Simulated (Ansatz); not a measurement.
# Effective masses and thermopower of Si under load (space group P6_3/mmc)

Given:

```yaml
crystal:
  lattice:
    - [3.79192, 0.00000, 0.00000]
    - [-1.89596, 3.28390, 0.00000]
    - [0.00000, 0.00000, 6.34447]
  atoms:
    - { symbol: Si, position: [0.33333, 0.66667, 0.06384] }
    - { symbol: Si, position: [0.66667, 0.33333, 0.93616] }
    - { symbol: Si, position: [0.66667, 0.33333, 0.56384] }
    - { symbol: Si, position: [0.33333, 0.66667, 0.43616] }
```

Calculation: PBEsol with spin-orbit coupling, rigid bands (plane waves, PAW; Ansatz, an electronic-structure program). Condition of this run: biaxial stress xx = yy = 2 GPa (compression positive) (the target of the relaxation). Cell: cell and atoms relaxed with PBEsol, then loaded as said.

* **band gap**: 0.28 eV
* **electron conductivity mass (300 K, dilute)**: 0.197 (x), 0.197 (y), 1.16 (z) mₑ
* **hole conductivity mass (300 K, dilute)**: 0.39 (x), 0.39 (y), 0.60 (z) mₑ
* **effective density of states N_c (300 K)**: 2.8e19 cm⁻³
* **effective density of states N_v (300 K)**: 8.5e18 cm⁻³
* **density-of-states mass, electrons**: 1.08 mₑ
* **density-of-states mass, holes**: 0.48 mₑ
* **Seebeck coefficient, n-type 1e19 cm⁻³, 300 K**: -307 μV/K
* **Seebeck coefficient, p-type 1e19 cm⁻³, 300 K**: 242 μV/K
* **best p-type power factor at 300 K for τ = 10 fs (best axis; densities from 1e16 to 1e21 cm⁻³ tried, whether or not they can be reached)**: 6.0 μW/(cm·K²) at 1e20 cm⁻³

Rigid bands; masses and Seebeck coefficients take one relaxation time τ for all states and one kind of carrier; polarons and phonon drag are left out.
